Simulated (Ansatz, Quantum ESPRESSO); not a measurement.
**LuCl₃ (P6_3/mmc, 8 atoms in the cell) computed with different codes at matched settings**

Self-consistent single point.

```yaml
crystal:
  lattice:
    - [9.50178, 0.00000, 0.00000]
    - [-4.75089, 8.22878, 0.00000]
    - [0.00000, 0.00000, 3.48646]
  atoms:
    - { symbol: Lu, position: [0.66667, 0.33333, 0.25000] }
    - { symbol: Lu, position: [0.33333, 0.66667, 0.75000] }
    - { symbol: Cl, position: [0.78410, 0.21590, 0.75000] }
    - { symbol: Cl, position: [0.21590, 0.78410, 0.25000] }
    - { symbol: Cl, position: [0.56820, 0.78410, 0.25000] }
    - { symbol: Cl, position: [0.43180, 0.21590, 0.75000] }
    - { symbol: Cl, position: [0.78410, 0.56820, 0.75000] }
    - { symbol: Cl, position: [0.21590, 0.43180, 0.25000] }
```

Shared settings, as Ansatz (a program for electronic structure) writes them: kpoints.mp_grid.grid = 2 2 5; scf.occupations.method = fixed. Potentials and cutoffs stand in the table.

```csv
code,model,pressure (GPa),largest force (eV/Å),gap on the mesh (eV),cutoff
Quantum ESPRESSO,"PBEsol, PseudoDojo standard norm-conserving (PBESOL) pseudopotentials",-0.71,0.157,3.564,100 Ry
Ansatz,"PBEsol, PAW files made with PBE",-0.68,0.147,3.564,420 eV
```

Gaps are read on the mesh.

On Ansatz's run: spin-orbit coupling is off.

The spread over the programs that give each value: pressure within 0.03 GPa; largest force within 0.010 eV/Å; gap on the mesh within 0.000 eV.

Ansatz's pressure is given at a fixed set of plane waves, as the other plane-wave codes print theirs.

The starting cell comes from a database of computed structures (which also holds hypothetical and non-ambient phases and stackings), without a prior relaxation at this level. Its lattice was rescaled by a random factor within 2.5 % of one.

Left out of this page: CP2K (unsound by tests on forces, stress, charge or solver warnings).

Keys are those of Ansatz 0.2.
